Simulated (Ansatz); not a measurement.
## Pd, response to strain

Take Pd in the fcc (Cu type) structure (space group Fm-3m, No. 225; a = 3.876 Å) as the base. Axes: x, y, z lie along the cube axes.

Strains are applied to the cell and any free atomic positions relax; under biaxial strain the out-of-plane vector relaxes too.

Computed with plane-wave PAW DFT at the PBEsol level (Ansatz, a program for electronic structure, 420 eV), no spin-orbit coupling.

Notes on the quantities. energy relative to the base: free energy F; pressure: mean of the normal stresses, compression positive.

| change | energy relative to the base | pressure | shortest interatomic distance |
|---|---|---|---|
| base | 0 meV/atom | 0.0 GPa | 2.741 Å |
| biaxial strain +2.47 %, plane normal [001], relaxed out of plane | +6.9 meV/atom | -1.8 GPa | 2.724 Å |
| biaxial strain −0.80 %, plane normal [110], relaxed out of plane | +1.6 meV/atom | 1.4 GPa | 2.719 Å |
| biaxial strain +4.20 %, plane normal [110], relaxed out of plane | +45 meV/atom | -7.7 GPa | 2.649 Å |
| biaxial strain +2.31 %, plane normal [111], relaxed out of plane | +14 meV/atom | -4.1 GPa | 2.722 Å |
| isotropic strain +4.47 % | +137 meV/atom | -18.7 GPa | 2.863 Å |
| isotropic strain +4.76 % | +154 meV/atom | -19.4 GPa | 2.871 Å |
| uniaxial strain ε_yy = +0.81 % | +0.7 meV/atom | -1.6 GPa | 2.741 Å |
| uniaxial strain ε_yy = +1.16 % | +1.5 meV/atom | -2.3 GPa | 2.741 Å |
| tensor shear ε_yz = −0.96 % | +1.3 meV/atom | 0.1 GPa | 2.714 Å |

A biaxial case was relaxed in a doubled cell and then solved in the primitive one. Without a gap, meshes like the base's 21×21×21 leave anisotropic stresses uncertain by several tenths of a GPa, and small strain energies with them. Whether these cells are dynamically stable was not tested. All final runs are without spin polarisation. Pd lies near a magnetic instability that expansion can trigger; it was not tested.
